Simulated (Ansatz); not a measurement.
## TlBr (model structure, started from the NiAs type, P6₃/mmc, No. 194, 4 atoms in the cell)

Computed with PBEsol (Ansatz, a program for electronic structure, plane waves, PAW).

Settings: plane-wave cutoff 500 eV, 12×12×6 k mesh (along the axes of the cell as run), Fermi–Dirac smearing 0.05 eV, scalar-relativistic PAW data made under PBE.

Cell (relaxed at this level):

```yaml
crystal:
  lattice:
    - [4.50666, 0.00000, 0.00000]
    - [-2.25333, 3.90288, 0.00000]
    - [0.00000, 0.00000, 7.99871]
  atoms:
    - { symbol: Tl, position: [0.00000, 0.00000, 0.00000] }
    - { symbol: Tl, position: [0.00000, 0.00000, 0.50000] }
    - { symbol: Br, position: [0.33333, 0.66667, 0.25000] }
    - { symbol: Br, position: [0.66667, 0.33333, 0.75000] }
```

```json
{
  "band_gap": "1.46 eV (on the SCF k mesh)"
}
```

Note: the relaxation could raise the start's symmetry but not lower it, so the cell can be a saddle point.

Spin–orbit coupling is not included; with these elements it can move the gap by several tenths of an eV or more.

Computed values are for the static lattice.

It cost around 2.3 core-minutes (rough) of CPU time.

A model structure was made by putting elements into a prototype or built by hand; it is no filed structure, need not be a known phase, and can be a saddle point held by its symmetry.
